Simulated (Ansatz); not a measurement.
Take Al12W (space group Im-3, No. 204) as the base.

```cif
data_Al24W2
_chemical_formula_sum 'Al24 W2'
_space_group_name_H-M_alt 'Im-3'
_space_group_IT_number 204
_space_group_name_Hall '-I 2 2 3'
_cell_length_a 7.53810
_cell_length_b 7.53810
_cell_length_c 7.53810
_cell_angle_alpha 90.000
_cell_angle_beta 90.000
_cell_angle_gamma 90.000
loop_
_atom_site_label
_atom_site_type_symbol
_atom_site_symmetry_multiplicity
_atom_site_Wyckoff_symbol
_atom_site_fract_x
_atom_site_fract_y
_atom_site_fract_z
_atom_site_occupancy
Al1 Al 24 g 0.00000 0.18579 0.30860 1
W1 W 2 a 0.00000 0.00000 0.00000 1
```
(The calculation used a cell of 13 atoms; values per cell refer to that cell.)

Method: PBEsol (Ansatz, a quantum-chemistry and plane-wave program; PAW; 420 eV plane waves; without spin-orbit coupling).

Before the change:

The density comes out as 3.94 g/cm³.

One thing is altered: a hydrostatic pressure of 7.5 GPa.

### Question
Estimate the effect on the density.

### Answer
The density grows by 0.27 g/cm³ (3.94 g/cm³ → 4.21 g/cm³).

Load acts through the strain it causes; cell and atoms are relaxed under it. Whether these cells are dynamically stable was not tested. Competing high-pressure phases were not computed. All final runs are without spin polarisation.
